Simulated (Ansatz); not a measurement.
Input:

End structure of the (32-53) surface of hcp Zn in its 1x1 cell, outermost plane spacing 0.08 Å in the ideal cut:

```xyz
42
Lattice="5.7201 0.0000 0.0000 1.4605 10.6830 0.0000 0.0000 0.0000 26.5000" Properties=species:S:1:pos:R:3 pbc="T T T"
Zn     5.1949     4.0815     8.3884
Zn     6.2857     8.7489     8.5796
Zn     0.7695     0.1566     8.7526
Zn     2.8006     4.7151     8.8205
Zn     4.7875     6.6148     8.8630
Zn     4.0114     0.4039     9.3945
Zn     1.3213     2.5625     9.3083
Zn     2.1474     7.0398     9.7147
Zn     3.9400     8.9647     9.7625
Zn     3.8688     2.8048    10.3544
Zn     6.3927     4.9495    10.5282
Zn     1.5871     9.3141    11.0456
Zn     2.0479     0.6680    11.1093
Zn     3.6294     5.2832    11.3619
Zn     5.5714     7.2862    11.4316
Zn     5.1887     1.0536    11.8228
Zn     1.5658     3.0294    12.1084
Zn     2.9517     7.5589    12.4375
Zn     4.9557     9.6049    12.4843
Zn     4.5982     3.3818    12.9003
Zn     1.0497     5.4189    13.0320
Zn     2.2363     9.9019    13.4680
Zn     2.9474     1.2560    13.5997
Zn     4.0505     5.7159    14.0157
Zn     6.0545     7.7619    14.0625
Zn     5.9799     1.6085    14.3916
Zn     2.3570     3.5842    14.6772
Zn     3.4348     8.0346    15.0684
Zn     5.3767    10.0375    15.1381
Zn     5.4977     3.9698    15.3907
Zn     1.6989     6.0067    15.4544
Zn     2.6134    10.3713    15.9718
Zn     3.6769     1.8331    16.1456
Zn     5.0662     6.3561    16.7375
Zn     6.8588     8.2809    16.7853
Zn     0.5042     2.0754    17.1917
Zn     3.5343     4.2340    17.1055
Zn     4.2186     8.7060    17.6370
Zn     6.2056    10.6057    17.6795
Zn     6.7762     4.4813    17.7474
Zn     2.7204     6.5719    17.9204
Zn     2.3508     0.5563    18.1116
```

Model: 42-atom slab, 10.1 Å thick at the start (thin: gaps and levels are the slab's own), 7x4x1 mesh, Fermi-Dirac 0.1 eV, dipole correction, all atoms relaxed; held to the start's symmetry, so lower structures may exist; no spin, no spin-orbit, no U.

**Question.** Estimate the work function of the top face that PBE run with Ansatz (an electronic-structure program) returns for this input.

**Answer.** 4.19 eV
